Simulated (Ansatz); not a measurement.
The reference is BN in the zinc blende structure (space group F-43m, No. 216; a = 3.605 Å). Axes: x, y, z lie along the cube axes.

Structures relaxed with PBEsol/PAW in Ansatz (a program for electronic structure), without spin-orbit coupling, earlier PAW set.

Base:

Simulated powder pattern, Cu Kα1, λ = 1.54056 Å (kinematic, ideal powder, no thermal factors, no anomalous dispersion; the 8 strongest lines at most, above 2 %, up to 2θ = 90°):

```json
[
 {"2θ (°)": "43.44", "I/Imax (%)": "100", "hkl": "(111)"},
 {"2θ (°)": "50.60", "I/Imax (%)": "4.8", "hkl": "(200)"},
 {"2θ (°)": "74.36", "I/Imax (%)": "37", "hkl": "(220)"}
]
```

After one change:

Simulated powder pattern, Cu Kα1, λ = 1.54056 Å (kinematic, ideal powder, no thermal factors, no anomalous dispersion; the 8 strongest lines at most, above 2 %, up to 2θ = 90°):

```
2θ (°)  I/Imax (%)
------  ----------
42.99          100
50.60          3.1
73.07           25
74.36           12
87.45          7.9
89.94           15
```

Which change produced these results?
A. uniaxial strain ε_yy = +3.11 %
B. isotropic strain −5.06 %
C. uniaxial stress, 2 GPa tension along z
D. uniaxial stress, 3 GPa compression along x

A, uniaxial strain ε_yy = +3.11 %. Its volume per atom is 6.04 Å³ against 5.86 Å³, and its space group is I-4m2 (No. 119).

Beyond what the load breaks, stability against distortions was not tested.
